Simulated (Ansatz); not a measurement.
# SnO (model structure, started from the PtS type, P4₂/mmc, No. 131, 4 atoms in the cell): properties by level of theory

```
level (code)         lattice parameter a (Å)  lattice parameter c (Å)  enthalpy of formation (eV/atom)
-------------------  -----------------------  -----------------------  -------------------------------
PBE (Ansatz)                           3.264                    6.342                           -0.966
PBEsol (Ansatz)                        3.200                    6.277                           -1.029
PBE-D3(BJ) (Ansatz)                    3.216                    6.338                           -1.023
```

Ansatz's density-functional and Hartree–Fock values are scalar-relativistic unless marked +SOC, with PAW data made under PBE.

A model structure was made by putting elements into a prototype or built by hand; it is no filed structure, need not be a known phase, and can be a saddle point held by its symmetry.

Ansatz is an electronic-structure program.
